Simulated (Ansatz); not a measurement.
We consider AgI (model structure, started from the HgO type, P6₄22, No. 181, 6 atoms in the cell), described by dielectric-dependent PBEsol hybrid in Ansatz (PAW).

Settings: plane-wave cutoff 460 eV, 6×6×2 k mesh (along the axes of the cell as run), Fermi–Dirac smearing 0.01 eV, no spin polarisation, scalar-relativistic PAW data made under PBE.

Cell (relaxed with PBEsol):

Space group P6₄22 (No. 181); a = b = 4.4488 Å, c = 10.3942 Å, α = β = 90.00°, γ = 120.00°

| atom | site | symmetry | x | y | z |
|---|---|---|---|---|---|
| Ag | 3d | 222 | 0.5000 | 0.0000 | 0.5000 |
| I | 3c | 222 | 0.5000 | 0.0000 | 0.0000 |

**Question.** Estimate the band gap and smallest direct gap on the k points sampled that the calculation returns.

**Answer.** 
* **band gap**: 1.55 eV (on the SCF k mesh)
* **smallest direct gap on the k points sampled**: 2.14 eV

Note: the relaxation could raise the start's symmetry but not lower it, so the cell can be a saddle point; cell and atoms aren't relaxed at this level (pressure 0.4 GPa).

Spin–orbit coupling is not included; with these elements it can move the gap by several tenths of an eV or more.

Computed values are for the static lattice.

A model structure was made by putting elements into a prototype or built by hand; it is no filed structure, need not be a known phase, and can be a saddle point held by its symmetry.

Ansatz is an electronic-structure program.
